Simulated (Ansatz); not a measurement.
Input:

```xyz
6
Lattice="4.9983 0.0000 0.0835 0.0000 4.9983 0.0000 0.0570 0.0000 3.4115" Properties=species:S:1:pos:R:3 pbc="T T T"
Pb     0.0000     0.0000     0.0000
Pb     2.5276     2.4991     1.7475
O      1.4684     1.6078     0.0385
O      3.9961     0.8914     1.7860
O      1.0592     4.1069     1.7089
O      3.5299     3.3905     0.0449
```

No spin polarisation.

The values are results of Kohn–Sham DFT with the PBEsol functional, run in Ansatz (a quantum-chemistry and plane-wave program) with PAW and 420 eV plane waves, no SOC, not measurements. Γ-centred 7×7×10 mesh, Fermi–Dirac width 0.05 eV.

Predict the pressure and space group.

The pressure (mean of the normal stresses, compression positive) is -0.2 GPa and the space group comes out as P2_1/c (No. 14).

The cells carry an imposed strain or load. Stability against distortions was not tested. The cell was made from PbO₂ in the rutile structure (space group P4_2/mnm, No. 136) by this change: tensor shear ε_xz = +1.67 %.
